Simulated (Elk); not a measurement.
Input and output of a self-consistent single point for GaAs (F-43m, 2 atoms in the cell) (Elk)

Level of theory: PBE, all-electron FP-LAPW, Elk's shipped species files, APW+lo basis with extra local orbitals run with Elk.

Input:

```
tasks
  0

xctype
  20

rgkmax
  8.0

gmaxvr
  14.0

nxlo
  2

lorbcnd
  .true.

rmtscf
  0.9

lmaxi
  3

swidth
  0.000367493

maxscl
  100

avec
    0.0000000000    5.3384763021    5.3384763021
    5.3384763021    0.0000000000    5.3384763021
    5.3384763021    5.3384763021    0.0000000000

sppath
  'species/'

atoms
  2
  'Ga.in'
  1
  0.0000000000  0.0000000000  0.0000000000    0.0 0.0 0.0
  'As.in'
  1
  0.2500000000  0.2500000000  0.2500000000    0.0 0.0 0.0

ngridk
  8 8 8
```

Output, abridged:

```
│ Elk code version 10.2.4 │

All units are atomic (Hartree, Bohr, etc.)

│ Ground-state run starting from atomic densities │

Lattice vectors :
   0.000000000       5.338476302       5.338476302
   5.338476302       0.000000000       5.338476302
   5.338476302       5.338476302       0.000000000

Unit cell volume      :    304.2859874
Brillouin zone volume :   0.8151877631

Muffin-tin inner radius fraction :   0.1000000000E-01

Nuclei treated as point charges

Species :    1 (Ga)
 parameters loaded from : Ga.in
 name : gallium
 nuclear charge    :   -31.00000000
 electronic charge :    31.00000000
 atomic mass :    127097.2538
 muffin-tin radius :    2.160000000
 number of radial points in muffin-tin :    497
 atomic positions (lattice), magnetic fields (Cartesian) :
   1 :   0.00000000  0.00000000  0.00000000    0.00000000  0.00000000  0.00000000

Species :    2 (As)
 parameters loaded from : As.in
 name : arsenic
 nuclear charge    :   -33.00000000
 electronic charge :    33.00000000
 atomic mass :    136573.7219
 muffin-tin radius :    2.160000000
 number of radial points in muffin-tin :    497
 atomic positions (lattice), magnetic fields (Cartesian) :
   1 :   0.25000000  0.25000000  0.25000000    0.00000000  0.00000000  0.00000000

Total number of atoms per unit cell :    2

Spin treatment :
 spin-unpolarised

Number of Bravais lattice symmetries :   48
Number of crystal symmetries         :   24
Crystal has no inversion symmetry
Complex Hermitian eigensolver will be used

k-point grid :      8     8     8
k-point offset :    0.000000000       0.000000000       0.000000000
k-point set is reduced with full crystal symmetry group
Total number of k-points :       43

Muffin-tin radius times maximum |G+k| :    8.000000000
 using average radius
Maximum |G+k| for APW functions       :    3.703703704
Maximum (1/2)|G+k|²                   :    6.858710562
Maximum |G| for potential and density :    14.00000000
 potential will be trimmed for |G| > 2 gkmax
Constant for pseudocharge density :    8
Radial integration step length :    4

G-vector grid sizes :     35    35    35
Number of G-vectors :    14163

Maximum angular momentum used for
 APW functions                      :    8
 outer part of muffin-tin           :    6
 inner part of muffin-tin           :    3

Total nuclear charge    :   -64.00000000
Total core charge       :    36.00000000
Total valence charge    :    28.00000000
Total excess charge     :    0.000000000
Total electronic charge :    64.00000000

Effective Wigner radius, rₛ :    1.043128449

Number of empty states         :    8
Total number of valence states :   22
Total number of core states    :   36

Conduction state local-orbitals added automatically
Total number of local-orbitals :  159

Exchange-correlation functional :     20     0     0
 Perdew-Burke-Ernzerhof, Phys. Rev. Lett. 77, 3865 (1996)
 gradient requirement :    1
 generalised gradient approximation (GGA)

Smearing type :    3
 Fermi-Dirac
Smearing width :   0.3674930000E-03
Effective electronic temperature (K) :    116.0451112

Mixing type :    3
 Broyden mixing, J. Phys. A: Math. Gen. 17, L317 (1984)

Kohn-Sham potential initialised from atomic data

│ Self-consistent loop started │
│ Loop number : 1 │
 total energy                :     -4209.85678406
│ Loop number : 2 │
 total energy                :     -4209.84150193
RMS change in Kohn-Sham potential (target) :   0.1520032550     (  0.1000000000E-05)
Absolute change in total energy (target)   :   0.1528213758E-01 (  0.1000000000E-03)
│ Loop number : 3 │
 total energy                :     -4209.65865487
RMS change in Kohn-Sham potential (target) :   0.1467213791     (  0.1000000000E-05)
Absolute change in total energy (target)   :   0.1866675879     (  0.1000000000E-03)
│ Loop number : 4 │
 total energy                :     -4207.30843918
RMS change in Kohn-Sham potential (target) :   0.6576588445E-01 (  0.1000000000E-05)
Absolute change in total energy (target)   :    2.396882586     (  0.1000000000E-03)
│ Loop number : 5 │
 total energy                :     -4205.99732278
RMS change in Kohn-Sham potential (target) :   0.2068373656E-01 (  0.1000000000E-05)
Absolute change in total energy (target)   :    1.910337048     (  0.1000000000E-03)
│ Loop number : 6 │
 total energy                :     -4205.55297400
RMS change in Kohn-Sham potential (target) :   0.5126937260E-02 (  0.1000000000E-05)
Absolute change in total energy (target)   :   0.9219330426     (  0.1000000000E-03)
│ Loop number : 7 │
 total energy                :     -4205.40741565
RMS change in Kohn-Sham potential (target) :   0.2758514685E-03 (  0.1000000000E-05)
Absolute change in total energy (target)   :   0.3760416083     (  0.1000000000E-03)
│ Loop number : 8 │
 total energy                :     -4205.40355324
RMS change in Kohn-Sham potential (target) :   0.1165910887E-03 (  0.1000000000E-05)
Absolute change in total energy (target)   :   0.9787281662E-01 (  0.1000000000E-03)
│ Loop number : 9 │
 total energy                :     -4205.39948745
RMS change in Kohn-Sham potential (target) :   0.3726453729E-04 (  0.1000000000E-05)
Absolute change in total energy (target)   :   0.2853399565E-01 (  0.1000000000E-03)
│ Loop number : 10 │
 total energy                :     -4205.39744176
RMS change in Kohn-Sham potential (target) :   0.1395453621E-04 (  0.1000000000E-05)
Absolute change in total energy (target)   :   0.9179190095E-02 (  0.1000000000E-03)
│ Loop number : 11 │
 total energy                :     -4205.39696104
RMS change in Kohn-Sham potential (target) :   0.6046072310E-05 (  0.1000000000E-05)
Absolute change in total energy (target)   :   0.2775514774E-02 (  0.1000000000E-03)
│ Loop number : 12 │
 total energy                :     -4205.39672983
RMS change in Kohn-Sham potential (target) :   0.1260986083E-05 (  0.1000000000E-05)
Absolute change in total energy (target)   :   0.9250877738E-03 (  0.1000000000E-03)
│ Loop number : 13 │
 total energy                :     -4205.39669242
RMS change in Kohn-Sham potential (target) :   0.1531509092E-06 (  0.1000000000E-05)
Absolute change in total energy (target)   :   0.2686798134E-03 (  0.1000000000E-03)
│ Loop number : 14 │
 total energy                :     -4205.39669119
RMS change in Kohn-Sham potential (target) :   0.8108359016E-07 (  0.1000000000E-05)
Absolute change in total energy (target)   :   0.6840032074E-04 (  0.1000000000E-03)
Convergence targets achieved

│ Loop number : 15 │

Energies :
 Fermi                       :     0.193931576083
 sum of eigenvalues          :     -2421.97539669
 electron kinetic            :      4294.44069949
 core electron kinetic       :      3978.16050322
 Coulomb                     :     -8340.10357810
 Coulomb potential           :     -6508.77607359
 nuclear-nuclear             :     -445.241905260
 electron-nuclear            :     -9280.94727209
 Hartree                     :      1386.08559925
 Madelung                    :     -5085.71554130
 xc potential                :     -207.640022592
 exchange                    :     -156.648141759
 correlation                 :     -3.08566950451
 electron entropic           :    -0.719521492344E-12
 total energy                :     -4205.39668987

Density of states at Fermi energy :   0.2721125587E-06
 (states/Hartree/unit cell)

Estimated indirect band gap :   0.1888813907E-01
 from k-point      1 to k-point      1
Estimated direct band gap   :   0.1888813907E-01
 at k-point      1

Charges :
 core                        :    36.00000000
 valence                     :    28.00000000
 interstitial                :    3.928497919
 muffin-tins (core leakage)
  species :    1 (Ga)
   atom    1                 :    29.19213232     (  0.2669704788E-02)
  species :    2 (As)
   atom    1                 :    30.87936977     (  0.6175390043E-03)
 total in muffin-tins        :    60.07150208
 total calculated charge     :    63.98528507
 total charge                :    64.00000000
 error                       :   0.1471493082E-01

│ Self-consistent loop stopped │
```

The run converged in 15 iterations. The count includes the last loop, which Elk runs after its targets are met.

The starting cell has typed, rounded lattice constants, without a prior relaxation at this level. Values depend on the basis (sphere radii, cutoffs, local orbitals), which need not be converged.
